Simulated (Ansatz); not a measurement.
GaP, response to strain

Start from GaP in the zinc blende structure (space group F-43m, No. 216).

```cif
data_Ga4P4
_chemical_formula_sum 'Ga4 P4'
_space_group_name_H-M_alt 'F-43m'
_space_group_IT_number 216
_space_group_name_Hall 'F -4 2 3'
_cell_length_a 5.43855
_cell_length_b 5.43855
_cell_length_c 5.43855
_cell_angle_alpha 90.000
_cell_angle_beta 90.000
_cell_angle_gamma 90.000
loop_
_atom_site_label
_atom_site_type_symbol
_atom_site_symmetry_multiplicity
_atom_site_Wyckoff_symbol
_atom_site_fract_x
_atom_site_fract_y
_atom_site_fract_z
_atom_site_occupancy
Ga1 Ga 4 a 0.00000 0.00000 0.00000 1
P1 P 4 d 0.75000 0.75000 0.75000 1
```
(The calculation used a cell of 2 atoms; values per cell refer to that cell.)

Strains are applied to the cell and any free atomic positions relax.

The values are results of PBEsol/PAW in Ansatz (a first-principles code), no SOC, not measurements.

Notes on the quantities. energy relative to the base: free energy F.

| isotropic strain (%) | energy relative to the base (meV/atom) |
|---|---|
| -3 | 47.9 |
| -2.5 | ? |
| -2 | 20.6 |
| -0.5 | 1.2 |
| 0 | 0.0 |
| 1.5 | 10.3 |
| 2 | 17.9 |
| 2.5 | 27.5 |
| 3 | 38.9 |

### Question
Fit ΔE = Aε² + Bε³ (ε in %) to the rows shown and predict the withheld row.

### Answer
Least squares on the printed values gives A = 4.82 and B = -0.17 meV/atom (largest residual 0.0 meV/atom); this predicts 32.7 meV/atom, and the run gives 32.7 meV/atom, in agreement.

Whether these cells are dynamically stable was not tested.
